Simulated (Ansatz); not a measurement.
The parent structure is Zn in the hcp (Mg type) structure (space group P6_3/mmc, No. 194; a = 2.613 Å, c = 4.781 Å; relaxed with 0.1 eV smearing). Axes: x lies along a and z along c of the hexagonal cell.

All numbers come from PBEsol/PAW in Ansatz (a program for electronic structure), no spin-orbit coupling.

Strains are applied to the cell and any free atomic positions relax.

One change was made to it. Results:

```tsv
quantity	base	after
energy relative to the base (free energy F)	0 meV/atom	+1.0 meV/atom
pressure (mean of the normal stresses, compression positive)	0.0 GPa	1.1 GPa
```

What was done to the base?
A. uniaxial strain ε_xx = −2.50 %
B. uniaxial strain ε_xx = +0.50 %
C. uniaxial strain ε_xx = −1.00 %

C, uniaxial strain ε_xx = −1.00 %. For comparison, the pressure in the other runs: uniaxial strain ε_xx = +0.50 % gives -0.5 GPa; uniaxial strain ε_xx = −2.50 % gives 2.9 GPa.

No phonon test of stability was made.
